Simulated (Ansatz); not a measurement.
Levels about the gap of amorphous Si20B10N30Hf (61 atoms in a cell of 766 Å³, 2.75 g/cm³; zone centre alone, so wide bands show as single levels with stretches between that a denser mesh fills), at the geometry that PBE relaxed, where it gives 0.0 GPa on a denser mesh. Exact exchange is cut at the faces of this small cell, which leaves a finite-size error. The participation number counts the atoms over which a state spreads; weights are charges in smoothed Voronoi cells. The levels come from a single point, so bond lengths are those of that geometry. Method of the levels: HSE06, scalar-relativistic without spin-orbit coupling (Ansatz, a first-principles code). Sampling: the zone centre alone; Fermi-Dirac width 0.01 eV; collinear spin, started from moments on atoms (the moments died out). The usual formal charges leave 24 electrons over, so the level spacing at the Fermi energy parts defect or band states and needn't be the band gap. With spare charge at the zone centre alone, a hybrid can open a spacing that a denser mesh would close.

The cell was made by melting and quenching with the CHGNet potential and then relaxed with DFT. N atoms were pushed apart under 1.9 Å during the dynamics, to hinder bonds among them. The hot cell started wider than the set density and was brought back towards it in steps. It is the lowest in DFT energy of 2 quenches. It is a model cell: composition and starting density were chosen by hand, and all elements were melted together. No dispersion term was used. Its density started from a set value of 2.70 and ended at 2.75 g/cm³. The quench (nominally 760 K/ps over its main leg) was far faster than any real one, so the model tends to hold more defects than a real film. Values belong to this one cell and scatter from quench to quench. The volume was free in the relaxation, at fixed shape. Stress components on the final sampling reach 3.1 GPa. On a 2×2×2 Γ-centred mesh force components of up to 0.22 eV/Å stay, since the relaxation ran on the zone centre alone.

```csv
"E - E(highest filled), eV",filling,spin,participation number,largest on,weight Si,weight N,weight B,weight Hf
-0.78,filled,dn,11.4,"Si, 4 neighbours",0.49,0.36,0.13,0.02
-0.61,filled,dn,13.7,"Si, 2 neighbours",0.52,0.38,0.10,0.01
-0.61,filled,up,13.7,"Si, 2 neighbours",0.52,0.38,0.10,0.01
-0.35,filled,up,14.1,"Si, 4 neighbours",0.68,0.26,0.04,0.01
-0.35,filled,dn,14.1,"Si, 4 neighbours",0.68,0.26,0.04,0.01
0.00,filled,up,9.8,"Si, 2 neighbours",0.56,0.28,0.14,0.02
0.00,filled,dn,9.8,"Si, 2 neighbours",0.56,0.28,0.14,0.02
1.86,empty,dn,22.7,"Si, 3 neighbours",0.54,0.31,0.09,0.05
1.86,empty,up,22.7,"Si, 3 neighbours",0.54,0.31,0.09,0.05
2.02,empty,dn,13.2,"Si, 4 neighbours",0.56,0.28,0.14,0.03
2.02,empty,up,13.2,"Si, 4 neighbours",0.56,0.28,0.14,0.03
2.36,empty,dn,12.7,"Si, 3 neighbours",0.52,0.39,0.08,0.02
2.36,empty,up,12.7,"Si, 3 neighbours",0.52,0.39,0.08,0.02
2.48,empty,dn,21.2,"Hf, 6 neighbours",0.47,0.28,0.11,0.14
```

Most localised among these is the filled level at -0.00 eV, on a Si atom, which has 2 neighbours (N 1.81 Å, Si 2.40 Å).
